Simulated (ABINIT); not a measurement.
ABINIT run on Sc (P6_3/mmc, 2 atoms in the cell): self-consistent single point.

Level of theory: PBE, norm-conserving pseudopotentials (PseudoDojo nc-sr-05 PBE standard) (plane waves; ABINIT).

The change in words: lattice scaled by 0.98. Reference geometry:
```
CELL_PARAMETERS angstrom
      1.65500    -2.86654     0.00000
      1.65500     2.86654     0.00000
      0.00000     0.00000     5.27000
ATOMIC_POSITIONS crystal
  Sc 0.33333 0.66667 0.25000
  Sc 0.66667 0.33333 0.75000
```

Reference input (self-consistent single point, DFT, PBE, plane waves, norm-conserving pseudopotentials (PseudoDojo nc-sr-05 PBE standard)): pseudos = [Sc.upf]; ecut = 39 Ha; ixc = 11; occopt = 3; tsmear = 0.1 eV; ngkpt = 11 11 6; nshiftk = 1; shiftk = 0 0 0; potentials = PseudoDojo nc-sr-05 PBE standard; nband = 16; kptopt = 1; nstep = 50. This run's input differs from it in these lines:

```diff
@@ -5,5 +5,5 @@
 rprim
-         3.1274967382   -5.4169832510    0.0000000000
-         3.1274967382    5.4169832510    0.0000000000
-         0.0000000000    0.0000000000    9.9588566768
+         3.0649466898   -5.3086433892    0.0000000000
+         3.0649466898    5.3086433892    0.0000000000
+         0.0000000000    0.0000000000    9.7596795432
 natom 2
@@ -13,4 +13,4 @@
 xcart
-         1.6550000010    0.9555146961    1.3175000000
-         1.6550000010   -0.9555146961    3.9525000000
+         1.6218999409    0.9364043675    1.2911500000
+         1.6218999409   -0.9364043675    3.8734500000
       Angstrom
```

Output (repeated stretches shortened):

```
--- !BeginCycle
solver: {iscf: 7, nstep: 50, nline: 4, wfoptalg: 0, }
tolerances: {tolvrs: 1.00E-11, }
...

     iter   Etot(hartree)      deltaE(h)  residm     vres2
 ETOT  1  -96.716826712614    -9.672E+01 1.431E-01 2.995E+01
 ETOT  2  -96.788002773296    -7.118E-02 3.289E-02 1.158E+01
 ETOT  3  -96.790587280122    -2.585E-03 7.212E-03 1.141E-01
 ETOT  4  -96.790655576304    -6.830E-05 4.768E-03 8.597E-03
 ETOT  5  -96.790664398831    -8.823E-06 1.040E-02 4.211E-04
   [... 5 lines left out ...]
 ETOT 11  -96.790665977271    -4.453E-10 6.445E-04 2.997E-08
 ETOT 12  -96.790665977385    -1.138E-10 4.973E-04 3.373E-09
 ETOT 13  -96.790665977413    -2.836E-11 3.096E-04 7.938E-10
 ETOT 14  -96.790665977422    -8.498E-12 3.203E-04 1.141E-12
 At SCF step   14       vres2   =  1.14E-12 < tolvrs=  1.00E-11 =>converged.

 Cartesian components of stress tensor (hartree/bohr^3)
  sigma(1 1)= -1.17429115E-04  sigma(3 2)=  0.00000000E+00
  sigma(2 2)= -1.17429115E-04  sigma(3 1)=  0.00000000E+00
  sigma(3 3)= -6.21306287E-05  sigma(2 1)=  0.00000000E+00

 ----iterations are completed or convergence reached----

 reduced coordinates (array xred) for    2 atoms
       0.333333335527      0.666666668860      0.250000002188
       0.666666668860      0.333333335527      0.750000002188
 cartesian forces (eV/Angstrom) at end:
    1      0.00000000000000    -0.00000000000000    -0.00000000000000
    2      0.00000000000000    -0.00000000000000    -0.00000000000000
 frms,max,avg= 0.0000000E+00 0.0000000E+00   0.000E+00  0.000E+00  0.000E+00 e/A
   [... lines left out ...]
 Fermi (or HOMO) energy (eV) =   7.48107   Average Vxc (eV)= -10.12295
   [... lines left out ...]
total_energy        : -9.67906659774220E+01
total_energy_eV     : -2.63380796597667E+03
band_energy         : -1.37755577965934E+01
...

-Cartesian components of stress tensor (GPa)         [Pressure=  2.9126E+00 GPa]
- sigma(1 1)= -3.45488326E+00  sigma(3 2)=  0.00000000E+00
- sigma(2 2)= -3.45488326E+00  sigma(3 1)=  0.00000000E+00
- sigma(3 3)= -1.82794590E+00  sigma(2 1)=  0.00000000E+00

 Calculation completed.
```

The run converged in 14 iterations. Against the reference run the free energy goes up by 10.4 meV/atom and the pressure goes from -0.56 to 2.91 GPa.

The starting cell has typed, rounded lattice constants, without a prior relaxation at this level. For this run, on top of that: lattice scaled by 0.98.

Cost on one core of a shared machine: roughly 4 min.
